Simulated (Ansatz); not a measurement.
```xyz
4
Lattice="3.1271 0.0000 0.0000 1.5635 2.7081 0.0000 0.0000 0.0000 4.9599" Properties=species:S:1:pos:R:3 pbc="T T T"
Al     1.5635     0.9027     4.9386
Al     3.1271     1.8054     2.4586
N      1.5635     0.9027     1.8803
N      3.1271     1.8054     4.3603
```

No spin polarisation.

Calculations: r2SCAN, PAW, 500 eV (Ansatz, a quantum-chemistry and plane-wave program; no spin-orbit coupling), earlier PAW set. k-mesh 12×12×7 (Γ-centred); smearing 0.05 eV (Fermi–Dirac).

Problem. Estimate the valence-band top at Γ (three highest levels, from the VBM).

Solution. 0.00, -0.31, -0.31 eV.

Problem. Estimate the gap character.

Solution. Direct at Γ.

The cells carry an imposed strain or load. No phonon test of stability was made. The cell was made from AlN in the wurtzite structure (space group P6_3mc, No. 186) by this change: biaxial strain +0.66 %, plane normal [001], relaxed out of plane.
